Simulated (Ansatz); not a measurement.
Levels about the gap of amorphous Si₃₀N₄₀W (71 atoms in a cell of 838 Å³, 3.14 g/cm³; zone centre alone, so wide bands show as single levels with stretches between that a denser mesh fills), at the geometry that PBE relaxed, where it gives 0.4 GPa on a denser mesh. Exact exchange is cut at the faces of this small cell, which leaves a finite-size error. The participation number counts the atoms over which a state spreads; weights are charges in smoothed Voronoi cells. The levels come from a single point, so bond lengths are those of that geometry. Method of the levels: HSE06, scalar-relativistic without spin-orbit coupling (Ansatz, a quantum-chemistry and plane-wave program). Sampling: the zone centre alone; Fermi-Dirac width 0.01 eV; collinear spin, started from moments on atoms (the moments died out). The usual formal charges leave 6 electrons over, so the level spacing at the Fermi energy parts defect or band states and needn't be the band gap. At PBE the levels at the empty edge of the gap are localised (band-tail or defect states). With spare charge at the zone centre alone, a hybrid can open a spacing that a denser mesh would close.

The cell was made by melting and quenching with the CHGNet potential and then relaxed with DFT. N atoms were pushed apart under 1.9 Å during the dynamics, to hinder bonds among them. The hot cell started wider than the set density and was brought back towards it in steps. It is the lowest in DFT energy of 2 quenches. It is a model cell: composition and starting density were chosen by hand, and all elements were melted together. No dispersion term was used. Its density started from a set value of 3.27 and ended at 3.14 g/cm³. The simulated quench (nominally 450 K/ps over its main leg) is rapid and tends to freeze in more defects than a deposited or slowly cooled glass has. A cell of this size samples the disorder only roughly. Volume and shape were free in the relaxation. Stress components on the final sampling reach 0.8 GPa. Cycles of charging lowered its energy after that relaxation.

```json
[
 {"E - E(highest filled), eV": "-0.85", "filling": "filled", "spin": "up", "participation number": "11.9", "largest on": "N, 3 neighbours", "weight N": "0.84", "weight Si": "0.15", "weight W": "0.02"},
 {"E - E(highest filled), eV": "-0.66", "filling": "filled", "spin": "dn", "participation number": "15.0", "largest on": "N, 3 neighbours", "weight N": "0.82", "weight Si": "0.18", "weight W": "0.01"},
 {"E - E(highest filled), eV": "-0.66", "filling": "filled", "spin": "up", "participation number": "15.0", "largest on": "N, 3 neighbours", "weight N": "0.82", "weight Si": "0.18", "weight W": "0.01"},
 {"E - E(highest filled), eV": "-0.23", "filling": "filled", "spin": "up", "participation number": "5.9", "largest on": "W, 7 neighbours", "weight N": "0.37", "weight Si": "0.27", "weight W": "0.36"},
 {"E - E(highest filled), eV": "-0.23", "filling": "filled", "spin": "dn", "participation number": "5.9", "largest on": "W, 7 neighbours", "weight N": "0.37", "weight Si": "0.27", "weight W": "0.36"},
 {"E - E(highest filled), eV": "0.00", "filling": "filled", "spin": "up", "participation number": "9.1", "largest on": "W, 7 neighbours", "weight N": "0.54", "weight Si": "0.22", "weight W": "0.25"},
 {"E - E(highest filled), eV": "0.00", "filling": "filled", "spin": "dn", "participation number": "9.1", "largest on": "W, 7 neighbours", "weight N": "0.54", "weight Si": "0.22", "weight W": "0.25"},
 {"E - E(highest filled), eV": "2.85", "filling": "empty", "spin": "up", "participation number": "3.8", "largest on": "W, 7 neighbours", "weight N": "0.33", "weight Si": "0.17", "weight W": "0.50"},
 {"E - E(highest filled), eV": "2.85", "filling": "empty", "spin": "dn", "participation number": "3.8", "largest on": "W, 7 neighbours", "weight N": "0.33", "weight Si": "0.17", "weight W": "0.50"},
 {"E - E(highest filled), eV": "2.88", "filling": "empty", "spin": "up", "participation number": "15.2", "largest on": "Si, 4 neighbours", "weight N": "0.37", "weight Si": "0.56", "weight W": "0.06"},
 {"E - E(highest filled), eV": "2.88", "filling": "empty", "spin": "dn", "participation number": "15.2", "largest on": "Si, 4 neighbours", "weight N": "0.37", "weight Si": "0.56", "weight W": "0.06"},
 {"E - E(highest filled), eV": "3.18", "filling": "empty", "spin": "up", "participation number": "7.7", "largest on": "W, 7 neighbours", "weight N": "0.41", "weight Si": "0.26", "weight W": "0.33"},
 {"E - E(highest filled), eV": "3.18", "filling": "empty", "spin": "dn", "participation number": "7.7", "largest on": "W, 7 neighbours", "weight N": "0.41", "weight Si": "0.26", "weight W": "0.33"},
 {"E - E(highest filled), eV": "3.33", "filling": "empty", "spin": "up", "participation number": "22.5", "largest on": "Si, 4 neighbours", "weight N": "0.42", "weight Si": "0.49", "weight W": "0.10"}
]
```

Most localised among these is the empty level at +2.85 eV, on a W atom, which has 7 neighbours (N 1.88 Å, N 2.20 Å, N 2.22 Å, N 2.29 Å, N 2.41 Å, Si 2.48 Å, Si 2.57 Å).
